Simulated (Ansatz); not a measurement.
Base system: VSb in the zinc blende structure (space group F-43m, No. 216; a = 6.208 Å; ferromagnetic; a hypothetical phase, not in the database extracts checked).

Method: r2SCAN (Ansatz, an electronic-structure program; PAW; 500 eV plane waves; no spin-orbit coupling).

For the base:

- Volume per atom = 29.91 Å³
- Largest site moment = 2.12 μB

Perturbation: full substitution Sb → As; the structure is relaxed again.

Problem. Estimate the effect on the volume per atom.

Solution. The volume per atom shrinks by 7.015 Å³, from 29.91 Å³ to 22.90 Å³.

Problem. Estimate the effect on the largest site moment.

Solution. The largest site moment drops by 0.20 μB, from 2.12 μB to 1.92 μB.

Other magnetic orders, which the real material may have, were not ruled out. Whether these cells are dynamically stable was not tested. As relaxed here, VAs is a hypothetical phase, not in the database extracts checked.
